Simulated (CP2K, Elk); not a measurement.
An Elk input for a self-consistent single point of Ge3Rh (I4/mmm, 4 atoms in the cell) (DFT, LDA (PW92), all-electron FP-LAPW, Elk's shipped species files, APW+lo basis with extra local orbitals):

```
tasks
  0

rgkmax
  8.0

gmaxvr
  14.0

nxlo
  2

lorbcnd
  .true.

lmaxi
  3

stype
  0

swidth
  0.00183747

maxscl
  100

avec
   -4.0110570831    4.0110570831    7.0631442983
    4.0110570831   -4.0110570831    7.0631442983
    4.0110570831    4.0110570831   -7.0631442983

atoms
  2
  'Ge.in'
  3
  0.7500000000  0.2500000000  0.5000000000    0.0 0.0 0.0
  0.2500000000  0.7500000000  0.5000000000    0.0 0.0 0.0
  0.5000000000  0.5000000000  0.0000000000    0.0 0.0 0.0
  'Rh.in'
  1
  0.0000000000  0.0000000000  0.0000000000    0.0 0.0 0.0

ngridk
  8 8 8
```

Question: Translate this input to CP2K.

Answer: This is the input that was run; spellings and numerical settings could be chosen otherwise.

```
&GLOBAL
  PROJECT calc
  RUN_TYPE ENERGY_FORCE
  PRINT_LEVEL MEDIUM
&END GLOBAL
&FORCE_EVAL
  METHOD Quickstep
  STRESS_TENSOR ANALYTICAL
  &DFT
    BASIS_SET_FILE_NAME BASIS_MOLOPT_UCL
    POTENTIAL_FILE_NAME GTH_POTENTIALS
    &QS
      METHOD GPW
      EPS_DEFAULT 1E-10
    &END QS
    &MGRID
      CUTOFF 500
      REL_CUTOFF 40
      NGRIDS 5
    &END MGRID
    &SCF
      SCF_GUESS ATOMIC
      EPS_SCF 1E-6
      MAX_SCF 100
      ADDED_MOS 6
      &DIAGONALIZATION
        ALGORITHM STANDARD
      &END DIAGONALIZATION
      &MIXING
        METHOD BROYDEN_MIXING
        ALPHA 0.2
        NBUFFER 8
        BETA 1
      &END MIXING
      &SMEAR ON
        METHOD GAUSSIAN
        SIGMA [eV] 0.05
      &END SMEAR
    &END SCF
    &KPOINTS
      SCHEME MONKHORST-PACK 8 8 8
      GAMMA_CENTERED T
    &END KPOINTS
    &XC
      &XC_FUNCTIONAL PADE
      &END XC_FUNCTIONAL
    &END XC
    &PRINT
      &MO
        EIGENVALUES T
        OCCUPATION_NUMBERS T
        NDIGITS 8
        FILENAME mo
        &EACH
          QS_SCF 0
        &END EACH
        ADD_LAST NUMERIC
      &END MO
      &MULLIKEN ON
      &END MULLIKEN
    &END PRINT
  &END DFT
  &SUBSYS
    &CELL
      A 4.79380700 0.00000000 0.00000000
      B 1.03457300 4.68083800 0.00000000
      C -2.91419000 -2.34041900 3.00175300
      PERIODIC XYZ
    &END CELL
    &COORD
      SCALED
      Ge       0.75000000     0.25000000     0.50000000
      Ge       0.25000000     0.75000000     0.50000000
      Ge       0.50000000     0.50000000     0.00000000
      Rh       0.00000000     0.00000000     0.00000000
    &END COORD
    &KIND Ge
      BASIS_SET TZVP-MOLOPT-SR-GTH
      POTENTIAL GTH-PADE-q4
    &END KIND
    &KIND Rh
      BASIS_SET TZVP-MOLOPT-SR-GTH
      POTENTIAL GTH-PADE-q17
    &END KIND
  &END SUBSYS
  &PRINT
    &FORCES ON
    &END FORCES
    &STRESS_TENSOR ON
    &END STRESS_TENSOR
  &END PRINT
&END FORCE_EVAL
```

Basis settings and potentials, where a program has them, do not carry over. This input uses DFT LDA (Pade form), GPW, TZVP-MOLOPT-SR-GTH basis, GTH-PADE potentials (GTH_POTENTIALS). LDA parametrisations can differ slightly between programs.

The starting cell comes from a database of computed structures (which also holds hypothetical and non-ambient phases and stackings), without a prior relaxation at this level.
